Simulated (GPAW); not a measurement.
Band structure of AlCuNi6 (P4/mmm, 8 atoms in the cell).

```
CELL_PARAMETERS angstrom
      3.54276     0.00000     0.00000
      0.00000     3.54276     0.00000
      0.00000     0.00000     7.09129
ATOMIC_POSITIONS crystal
  Al 0.00000 0.00000 0.00000
  Cu 0.00000 0.00000 0.50000
  Ni 0.50000 0.50000 0.00000
  Ni 0.50000 0.50000 0.50000
  Ni 0.50000 0.00000 0.25060
  Ni 0.50000 0.00000 0.74940
  Ni 0.00000 0.50000 0.25060
  Ni 0.00000 0.50000 0.74940
```
Moments meant for the start (each program seeds them in its own way; μB, in the order of the atoms Al Cu Ni Ni Ni Ni Ni Ni): 0.0 0.0 2.0 2.0 2.0 2.0 2.0 2.0.

Method: LDA (Perdew-Wang 92), GPAW PAW datasets LDA (gpaw-data 1.0.1) (plane waves; GPAW).

Settings: spinpol = true; mode = pw; ecut = 800 eV; xc = LDA; kpts = 5 5 3; mesh shift (steps) = 0 0 0; occupations.name = methfessel-paxton; occupations.width = 0.05 eV; occupations.order = 0; nbands = -12; convergence.density = 1e-05 e/electron; symmetry.symmorphic = false; symmetry.tolerance = 0.0005; maxiter = 150.

The starting cell comes from a database of computed structures (which also holds hypothetical and non-ambient phases and stackings), without a prior relaxation at this level. The moments shrank to a small part of their start, a low-spin state that need not be the lowest.

Levels in eV from the Fermi level, bands 53 to 60 of the first spin channel:
```tsv
point	53	54	55	56	57	58	59	60
Γ	-0.10	-0.09	-0.09	-0.09	1.40	1.40	1.49	6.46
X	-0.97	-0.55	-0.28	-0.09	0.15	0.99	1.01	6.14
M	-0.83	-0.35	-0.26	-0.26	-0.25	-0.01	0.21	1.06
Z	-0.51	-0.44	-0.42	-0.10	-0.10	2.99	2.99	3.60
R	-0.71	-0.58	-0.51	-0.37	-0.37	2.69	2.92	2.98
A	-0.57	-0.56	-0.52	0.29	0.45	0.47	0.47	0.87
```

Bands cross the Fermi level along this path, so the cell is metallic at this level.

The net moment of the cell came out as 2.11 μB.
